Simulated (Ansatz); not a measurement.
Given:

```xyz
2
Lattice="0.0000 1.7769 1.7236 1.7769 0.0000 1.7236 1.7769 1.7769 0.0000" Properties=species:S:1:pos:R:3 pbc="T T T"
C      0.0000     0.0000     0.0000
C      0.8884     0.8884     0.8618
```

No spin polarisation.

All numbers come from PBEsol (Ansatz, a program for electronic structure; PAW; 420 eV plane waves; no spin-orbit coupling). k-mesh 16×16×16 (Γ-centred); smearing 0.05 eV (Fermi–Dirac).

**Question.** Predict the gap character.

**Answer.** Indirect, Γ → k = (3/8, 3/8, 0) in the run's primitive reciprocal basis.

**Question.** Predict the hole mass.

**Answer.** 0.56 mₑ along z, 0.26 mₑ across (at Γ).

The cells carry an imposed strain or load. Effective masses come from finite differences of ±0.01 Å⁻¹. Stability against distortions was not tested. The cell was made from C in the diamond structure (space group Fd-3m, No. 227) by this change: uniaxial strain ε_zz = −3.00 %.
